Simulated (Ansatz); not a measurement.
Worked example: relaxation of cell and atoms of HgTe (P3_221, 6 atoms in the cell) in Ansatz (a quantum-chemistry and plane-wave program).

Computed with PBEsol, default PAW files made with PBE (plane waves; Ansatz).

```xyz
6
Lattice="4.5827 0.0000 0.0000 -2.2914 3.9688 0.0000 0.0000 0.0000 10.2290" Properties=species:S:1:pos:R:3 pbc="T T T"
Hg     1.5772     2.7318     0.0000
Hg     1.4283     0.0000     6.8193
Hg    -0.7142     1.2370     3.4097
Te     1.1771     2.0388     5.1145
Te     2.2285     0.0000     1.7048
Te    -1.1142     1.9299     8.5241
```

Reference input (self-consistent single point, DFT, PBEsol, plane waves, default PAW files made with PBE): basis.ecutwfc = 420 eV; kpoints.mp_grid.grid = 5 5 2; hamiltonian.xc = pbesol; hamiltonian.pseudopotentials = {kind: paw} (the program's default PAW files); scf.occupations.method = fermi_dirac; scf.occupations.width = 0.01 eV. This run's input differs from it in these lines:

```diff
@@ -22,2 +22,4 @@
   occupations: { method: fermi_dirac, width: 0.01 }
+relax:
+  cell: {}
 output:
```

Output, abridged:

```
   [... SCF lines of the steps left out ...]
relax step   1: F+E_penalty+E_count = -61709.11237395 eV  Δ(F+E_penalty+E_count) = +0.000e0 eV  max|allowed force component| = 3.421e-1 eV/Å  Δτ_max = 0.0000 Å  P = +0.643 GPa  Ω = 186.042 Å³  (7 SCF iters, dr2 threshold 1.00e-7 eV, accepted)
relax step   2: F+E_penalty+E_count = -61709.16430092 eV  Δ(F+E_penalty+E_count) = -5.193e-2 eV  max|allowed force component| = 1.486e-1 eV/Å  Δτ_max = 0.1422 Å  P = -0.540 GPa  Ω = 180.705 Å³  energy of the carried Pulay correction = +1.072e-3 eV  [...]
   [... lines left out ...]
relax step   5: F+E_penalty+E_count = -61709.18632453 eV  Δ(F+E_penalty+E_count) = -1.534e-4 eV  max|allowed force component| = 8.370e-4 eV/Å  Δτ_max = 0.0080 Å  P = +0.019 GPa  Ω = 179.214 Å³  energy of the carried Pulay correction = +1.376e-3 eV  [...]
relax step   6: F+E_penalty+E_count = -61709.18489907 eV  Δ(F+E_penalty+E_count) = +1.425e-3 eV  max|allowed force component| = 8.767e-4 eV/Å  Δτ_max = 0.0000 Å  P = +0.021 GPa  Ω = 179.214 Å³  stress off target by 2.58e-2 GPa  SCF on the basis [...]
basis re-selected at this cell: Δ(F+E_penalty+E_count) = +1.425e-3 eV, ΔP = +0.002 GPa vs the last step
the relaxation is at rest under the 6 symmetry operations that the run kept from its start: a minimum is not shown …
Stability not checked: this state was not tested for a lower state beside it, because too few of the mixer's solves of this state at the end of the SCF gave a …
Free energy (F): -61709.184899 eV
Internal energy: -61709.184899 eV  (E = F + TS)
   [... lines left out ...]
Fermi energy:    10.541315 eV
  cell:  # Å, volume = 179.2141 Å³
   [... lines left out ...]
    - { symbol: Hg, position: [-2.7755575615628914e-17, 0.3502555494154184, 0.3333333333333333] }
    - { symbol: Te, position: [0.5414120451864719, 0.5414120451864719, 0.4999999999999999] }
    - { symbol: Te, position: [0.458587954813528, 1.456982317078241e-19, 0.16666666666666663] }
    - { symbol: Te, position: [2.7755575615628907e-17, 0.45858795481352793, 0.8333333333333333] }
```

The run converged. 

Summary of the result:
* **Free energy E − TS (on the zero of these files)**: -61709.1849 eV
* **Top of the valence band (on the code's own zero)**: 10.34 eV
* **Gap on the k-point mesh**: 0.40 eV
* **Pressure**: 0.02 GPa
* **Final cell**: a = b = 4.513 Å, c = 10.161 Å, α = β = 90.00°, γ = 120.00°
* **Final volume per atom**: 29.87 Å³
* **Relaxation steps**: 6

The starting cell comes from a database of computed structures (which also holds hypothetical and non-ambient phases and stackings), without a prior relaxation at this level. Its lattice was rescaled by a random factor within 2.5 % of one. Spin-orbit coupling is off. The relaxation keeps the symmetry of its start, so its end need not be a minimum. Ansatz's pressure includes its estimate of the finite-basis (Pulay) stress.

Keys are those of Ansatz 0.2.
